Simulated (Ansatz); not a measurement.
We consider TiZnO3 (P-1, No. 2, 10 atoms in the cell; start mp-635713), described by PBEsol (Ansatz, a quantum-chemistry and plane-wave program, PAW).

Settings: plane-wave cutoff 520 eV, 8×8×8 k mesh, Fermi–Dirac smearing 0.01 eV, no spin polarisation, scalar-relativistic PAW data made under PBE.

Cell (relaxed at this level):

```cif
data_O6Ti2Zn2
_chemical_formula_sum 'Ti2 Zn2 O6'
_space_group_name_H-M_alt 'P 1'
_space_group_IT_number 1
_cell_length_a 5.47856
_cell_length_b 5.44023
_cell_length_c 5.72828
_cell_angle_alpha 68.090
_cell_angle_beta 65.372
_cell_angle_gamma 70.541
loop_
_space_group_symop_operation_xyz
  'x, y, z'
loop_
_atom_site_label
_atom_site_type_symbol
_atom_site_fract_x
_atom_site_fract_y
_atom_site_fract_z
_atom_site_occupancy
Ti1 Ti 0.24932 0.09146 0.91758 1
Ti2 Ti 0.75068 0.90854 0.08242 1
Zn1 Zn 0.55523 0.41999 0.25444 1
Zn2 Zn 0.44477 0.58001 0.74556 1
O1 O 0.30465 0.34242 0.60939 1
O2 O 0.69535 0.65758 0.39061 1
O3 O 0.10402 0.84293 0.85281 1
O4 O 0.89598 0.15707 0.14719 1
O5 O 0.54548 0.77125 0.95853 1
O6 O 0.45452 0.22875 0.04147 1
```

**Question.** What does this level give for the band gap, smallest direct gap on the k points sampled and Γ–Γ gap?

**Answer.** 
band gap: 3.24 eV (indirect)
smallest direct gap on the k points sampled: 3.28 eV
Γ–Γ gap: 3.31 eV

Static lattice: no zero-point or thermal effects.

Computing time: about 2.5 core-minutes (a rough figure).

A start named mp-… is a Materials Project structure, which need not be a measured phase.
